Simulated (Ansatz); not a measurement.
AlN: response to strain

The reference is AlN in the zinc blende structure (space group F-43m, No. 216; a = 4.3423 Å). Axes: x, y, z lie along the cube axes.

Strains are applied to the cell and any free atomic positions relax; under biaxial strain the out-of-plane vector relaxes too.

The values are results of DFT with LDA, PAW potentials and a 420 eV plane-wave cutoff in Ansatz (an electronic-structure program), spin-orbit coupling left out, not measurements.

Notes on the quantities. energy relative to the base: free energy F.

| biaxial strain, plane normal [111], relaxed out of plane (%) | energy relative to the base (meV/atom) |
|---|---|
| -2.5 | 21.6 |
| -2.08 | 14.8 |
| -1.67 | 9.5 |
| -1.25 | ? |
| -0.83 | 2.3 |
| -0.42 | 0.6 |
| 0 | 0.0 |

Task: Fit ΔE = Aε² + Bε³ (ε in %) to the rows shown and predict the withheld row.

Result: Least squares on the printed values gives A = 3.29 and B = -0.066 meV/atom (largest residual 0.0 meV/atom); this predicts 5.3 meV/atom, and the run gives 5.3 meV/atom, in agreement.

Stability against distortions was not tested. This is not the structure that AlN has at room temperature and ambient pressure.
